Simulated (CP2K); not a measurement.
**Sensitivity of a calculation on C3N4 (Cmcm, 28 atoms in the cell) to its settings**

```xyz
28
Lattice="7.1329 0.0000 0.0000 -3.5644 6.1785 0.0000 0.0000 0.0000 7.1376" Properties=species:S:1:pos:R:3 pbc="T T T"
C      2.4232     4.1943     1.7844
C      1.1453     1.9842     5.3532
C      2.4221     4.1949     5.3532
C      1.1464     1.9836     1.7844
C      4.7136     4.1271     1.7844
C     -1.1451     2.0514     5.3532
C      1.2194     6.1452     5.3532
C      2.3491     0.0332     1.7844
C      7.0746     0.0337     1.7844
C     -3.5061     6.1448     5.3532
C     -0.1340     4.1972     1.7844
C      3.7025     1.9813     5.3532
N      1.1450     3.4585     1.7844
N      2.4235     2.7200     5.3532
N      2.3663     5.5303     1.7844
N      1.2022     0.6482     5.3532
N      3.6078     4.8132     5.3532
N     -0.0393     1.3653     1.7844
N      3.5477     3.4806     1.7844
N      0.0208     2.6979     5.3532
N      1.2420     4.8123     5.3532
N      2.3265     1.3662     1.7844
N     -2.4192     5.5170     1.7844
N      5.9877     0.6615     5.3532
N     -1.2585     3.4816     1.7844
N      4.8270     2.6969     5.3532
N      3.6446     0.6497     5.3532
N     -0.0761     5.5287     1.7844
```

Base run A: PBEsol, GPW, DZVP-MOLOPT-SR-GTH basis, GTH-PBE potentials (GTH_POTENTIALS) run with CP2K, self-consistent single point.

Its settings: CUTOFF = 400 Ry; REL_CUTOFF = 50 Ry; SMEAR/METHOD = GAUSSIAN; SIGMA = 0.05 eV; KPOINTS/SCHEME = MACDONALD 3 3 3 0.1666666667 0.1666666667 0.1666666667; XC_FUNCTIONAL = PBE:PBESOL; C/BASIS_SET = DZVP-MOLOPT-SR-GTH-q4; C/POTENTIAL = GTH-PBE-q4; N/BASIS_SET = DZVP-MOLOPT-SR-GTH-q5; N/POTENTIAL = GTH-PBE-q5; METHOD = GPW; EPS_DEFAULT = 1e-10; NGRIDS = 4; SCF_GUESS = ATOMIC; EPS_SCF = 1e-06; MAX_SCF = 100; ADDED_MOS = 21; MIXING/METHOD = BROYDEN_MIXING; MIXING/ALPHA = 0.2; MIXING/NBUFFER = 10.

The starting cell comes from a database of computed structures (which also holds hypothetical and non-ambient phases and stackings), without a prior relaxation at this level. Values carry the incompleteness of an atom-centred basis. The potentials were made for another functional than the one used. Another mesh or the band path of this cell gives a smaller gap, so this value is not converged in the mesh.

ΔF is the free energy per atom less that of run A. 

Runs:
- B: MACDONALD 1 1 1 0.5 0.5 0.5
- C: MACDONALD 4 4 3 0 0 0.1666666667

```csv
run,ΔF (meV/atom),pressure (GPa),largest force (eV/Å),gap on the mesh (eV),k-points
A,0.00,-0.26,0.162,1.306,27
B,-16.2,-0.24,1.048,1.219,1
C,0.02,-0.26,0.163,1.215,48
```

Run C against A: The free energy stays essentially unchanged (within 1 meV/atom), the pressure stays at -0.26 GPa, the largest force hardly changes (0.162 to 0.163 eV/Å) and the gap on the mesh goes from 1.306 to 1.215 eV.

Run B against A: The free energy goes down by 16.2 meV/atom, the pressure stays near -0.24 GPa while the xx stress (positive for compression) goes from 0.05 to 0.69 GPa, the largest force goes from 0.162 to 1.048 eV/Å and the gap on the mesh goes from 1.306 to 1.219 eV.
